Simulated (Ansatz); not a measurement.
# Hf: response to strain

The reference is Hf in the hcp (Mg type) structure (space group P6_3/mmc, No. 194; a = 3.1983 Å, c = 5.0488 Å; relaxed with 0.1 eV smearing). Axes: x lies along a and z along c of the hexagonal cell.

Strains are applied to the cell and any free atomic positions relax.

All numbers come from r2SCAN (Ansatz, a quantum-chemistry and plane-wave program), scalar-relativistic without spin-orbit coupling.

Notes on the quantities. energy relative to the base: free energy F.

```csv
variant,energy relative to the base,volume per atom
base,0 meV/atom,22.36 Å³
tensor shear ε_xz = +1.43 %,[?],22.36 Å³
tensor shear ε_xz = +1.71 %,+4.8 meV/atom,22.36 Å³
tensor shear ε_xz = +1.14 %,+2.1 meV/atom,22.36 Å³
tensor shear ε_xz = +0.86 %,+1.2 meV/atom,22.36 Å³
tensor shear ε_xz = +2.00 %,+6.5 meV/atom,22.35 Å³
tensor shear ε_xz = +0.57 %,+0.5 meV/atom,22.36 Å³
tensor shear ε_xz = +0.29 %,+0.1 meV/atom,22.36 Å³
```

Question: Some entries are withheld; estimate them.

Answer: 
- tensor shear ε_xz = +1.43 %, energy relative to the base: +3.3 meV/atom

No phonon test of stability was made. The final runs are not spin-polarised.
